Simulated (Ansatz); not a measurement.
# Evanescent states of BN (F-43m, zinc blende, 2 atoms a cell, 6.0 Å³ an atom, -5 GPa at this level) along the normal of (001)

Computed with r2SCAN (plane waves, PAW; Ansatz, a first-principles code).

The gap is the functional's own, uncorrected, and κ follows it; spin-orbit coupling is left out. Mid-gap values are interpolated between the computed energies.

Energies count from the valence-band top; κ is the least over a 12×12 mesh across the current.

```
E (eV)  κ (1/Å)  where
------  -------  -----
0.12      0.119      Γ
0.34      0.204      Γ
0.57      0.260      Γ
0.81      0.303      Γ
1.03      0.340      Γ
1.26      0.371      Γ
1.50      0.397      Γ
1.73      0.417      Γ
1.96      0.426  off Γ
2.19      0.414  off Γ
2.42      0.401  off Γ
2.65      0.387  off Γ
2.88      0.371  off Γ
3.10      0.353  off Γ
3.33      0.334  off Γ
3.56      0.313  off Γ
3.79      0.289  off Γ
4.03      0.262  off Γ
4.25      0.231  off Γ
4.49      0.192  off Γ
4.71      0.143  off Γ
4.95      0.055  off Γ
```

### Question
How thick must the barrier be to attenuate the transmission by 10^6 when the electrodes' Fermi level lies at 1.03 eV, and what attenuation does that film give at 1.96 eV?

### Answer
d = 6 ln 10 / (2 × 0.340) = 20.3 Å. At 1.96 eV it gives 6 × 0.426/0.340 = 7.5 decades.
